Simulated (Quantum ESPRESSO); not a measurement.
**Short convergence ladders for Cl (Cm, 4 atoms in the cell)**

```
CELL_PARAMETERS angstrom
      2.24672    -3.12936     0.00000
      2.24672     3.12936     0.00000
      0.00000     0.00000     8.28478
ATOMIC_POSITIONS crystal
  Cl 0.87700 0.87700 0.90304
  Cl 0.62300 0.62300 0.39700
  Cl 0.37700 0.37700 0.60300
  Cl 0.12300 0.12300 0.10300
```

Base method: PBEsol, PseudoDojo standard norm-conserving (PBESOL) pseudopotentials (plane waves; Quantum ESPRESSO).

Base settings: ecutwfc = 60 Ry; occupations = smearing; smearing = fermi-dirac; degauss = 0.000734986 Ry; potentials = {Cl: Cl.upf}; K_POINTS = automatic 3 3 2 0 0 0; conv_thr = 1e-10 Ry; mixing_beta = 0.7.

The count of work is k-points × plane waves × bands × iterations; it is no time. Core times come from one kind of shared machine, to one figure; runs under 30 s give none.

**Shifted k-point meshes**

Only quantities that move along the ladder and can be compared are tabulated.

| K_POINTS | free energy less the last step's (meV/atom) | pressure (GPa) | largest difference of a force vector from the last step's (eV/Å) | count of work / last | core time / last (rough) |
|---|---|---|---|---|---|
| automatic 2 2 1 1 1 1 | -6.99 | -0.87 | 0.039 | 0.0041 | – |
| automatic 3 3 2 1 1 1 | 0.39 | -0.76 | 0.019 | 0.011 | – |
| automatic 5 5 2 1 1 1 | -0.03 | -0.78 | 0.001 | 0.029 | – |
| automatic 6 6 3 1 1 1 | 0.00 | -0.78 | 0.000 | 0.069 | 0.1 |
| automatic 8 8 4 1 1 1 | 0.00 | -0.78 | 0.000 | 0.15 | 0.3 |
| automatic 10 10 5 1 1 1 | 0.00 | -0.78 | 0.000 | 0.29 | 0.5 |
| automatic 12 12 5 1 1 1 | 0.00 | -0.78 | 0.000 | 0.41 | 0.6 |
| automatic 14 14 7 1 1 1 | 0.00 | -0.78 | 0.000 | 0.71 | 1 |
| automatic 16 16 7 1 1 1 | 0.00 | -0.78 | 0.000 | 1.0 | 1 |

Coarsest K_POINTS that holds the forces within 0.01 eV/Å of the last step, with all finer ones: automatic 5 5 2 1 1 1, at 0.029 of the last step's count of work; the step before is off by 0.019 eV/Å.

Coarsest K_POINTS that holds the free energy within 1 meV/atom of the last step, with all finer ones: automatic 3 3 2 1 1 1, at 0.011 of the last step's count of work; the step before is off by 7.0 meV/atom.

Coarsest K_POINTS that holds the pressure within 0.05 GPa of the last step, with all finer ones: automatic 3 3 2 1 1 1, at 0.011 of the last step's count of work; the step before is off by 0.09 GPa.

**The width of Fermi-Dirac smearing**

The mesh stays at the base's, so the ladder's end is converged at best in this setting alone.

Only quantities that move along the ladder and can be compared are tabulated; the gap is left out on so coarse a mesh.

| degauss | free energy less the last step's (meV/atom) | pressure (GPa) | largest difference of a force vector from the last step's (eV/Å) |
|---|---|---|---|
| 0.073499 Ry | -559.94 | 5.10 | 2.912 |
| 0.036749 Ry | -68.40 | 0.65 | 0.816 |
| 0.0147 Ry | -0.43 | -0.79 | 0.018 |
| 0.0073499 Ry | 0.00 | -0.81 | 0.000 |
| 0.00147 Ry | 0.00 | -0.81 | 0.000 |

Widest degauss that holds the free energy within 2 meV/atom of the last step, with all finer ones: 0.0147 Ry; the step before is off by 68 meV/atom.

Widest degauss that holds the forces within 0.01 eV/Å of the last step, with all finer ones: 0.0073499 Ry; the step before is off by 0.018 eV/Å.

Widest degauss that holds the pressure within 1 GPa of the last step, with all finer ones: 0.0147 Ry; the step before is off by 1.5 GPa.

On the base run: the starting cell has typed, rounded lattice constants, without a prior relaxation at this level. Its lattice was rescaled by up to half a per cent. One atom was moved a little off its site on purpose.
